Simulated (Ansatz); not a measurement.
The parent structure is BaTiO₃ (space group P4mm, No. 99; a = 3.9554 Å, c = 4.0442 Å). Axes: x, y, z lie along a, b, c of the conventional cell.

Perturbation: the cell is compressed by 2.96 % along y with no lateral relaxation, atoms relaxed at fixed cell.

Levels (all Ansatz, an electronic-structure program, PAW): PBEsol (420 eV, no SOC); PBEsol+SOC (420 eV, noncollinear with spin-orbit coupling).

The geometry is relaxed with PBEsol.

PBEsol lowest conduction level above the VBM at special points: Γ 1.90 eV; Z 2.02 eV; X 2.31 eV; Y 2.47 eV
PBEsol smallest direct gap: 2.25 eV
PBEsol gap character: indirect, R → Γ

**Question.** What does PBEsol+SOC give at this geometry for the lowest conduction level above the VBM at special points, smallest direct gap and gap character?

**Answer.** The lowest conduction level above the VBM at special points goes from Γ 1.90 eV; Z 2.02 eV; X 2.31 eV; Y 2.47 eV to Γ 1.89 eV; Z 2.02 eV; X 2.31 eV; Y 2.47 eV; the smallest direct gap decreases by 0.03 eV to 2.22 eV; the gap character stays indirect, R → Γ.

Single points use the geometry relaxed with PBEsol. The spin-orbit shifts are approximate. The cells carry an imposed strain or load. Stability against distortions was not tested. The runs without spin-orbit coupling are not spin-polarised. k-point labels follow each cell's own Brillouin zone.
